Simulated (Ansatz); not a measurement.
The parent structure is GaAs in the zinc blende structure (space group F-43m, No. 216).

```
GaAs
1.0
    0.00000     2.80140     2.80140
    2.80140     0.00000     2.80140
    2.80140     2.80140     0.00000
Ga As
1 1
Cartesian
  0.00000   0.00000   0.00000
  1.40070   1.40070   1.40070
```

Cartesian axes are those of the cell as printed.

Calculations: plane-wave PAW DFT at the LDA level (Ansatz, a first-principles code, 420 eV), spin-orbit coupling left out.

Before the change:

The band gap is 0.49 eV and the electron mass comes out as 0.029 mₑ (at Γ).

Modification: compressive biaxial strain of 2.00 % in the plane normal to [001], as in epitaxy on a mismatched substrate; the out-of-plane cell vector and the atoms relax.

Question: How does this affect the band gap?

Answer: The band gap increases by 0.08 eV (0.49 eV → 0.57 eV).

Question: Estimate the effect on the in-plane stress.

Answer: The mean in-plane stress (compression positive) amounts to +2.6 GPa.

Question: What does the calculation give for the electron mass after the change?

Answer: The electron mass becomes 0.043 mₑ out of plane, 0.034 mₑ in plane (at Γ) (base: 0.029 mₑ (at Γ)).

Effective masses come from finite differences of ±0.01 Å⁻¹. Gaps are read on the SCF mesh and a high-symmetry path. Stability against distortions was not tested.
